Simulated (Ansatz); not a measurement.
# 3 layers of germanene, started at parallel, shifted by (1/3,2/3) (facing Ge atop Ge, held by symmetry; germanene a predicted or substrate-bound sheet, here free)

Level of theory: PBE+D3(BJ) (plane waves to 420 eV, PAW; Ansatz, a quantum-chemistry and plane-wave program). Scalar-relativistic, without spin–orbit coupling. Its k-point mesh 12×12×1, Fermi–Dirac width 0.05 eV. A dipole correction is on.

* **gap between facing atomic planes**: 2.55, 2.55 Å
* **step of the vacuum level across the stack (top less bottom)**: 0.00 eV
* **work functions of the lower and upper faces**: 4.66 and 4.66 eV

```
CELL_PARAMETERS angstrom
      4.02076     0.00000     0.00000
     -2.01038     3.48208     0.00000
      0.00000     0.00000    26.74000
ATOMIC_POSITIONS crystal
  Ge 0.33333 0.66667 0.35935
  Ge 0.66667 0.33333 0.38934
  Ge 0.66667 0.33333 0.48474
  Ge 0.00000 0.00000 0.51526
  Ge 0.00000 0.00000 0.61066
  Ge 0.33333 0.66667 0.64065
```
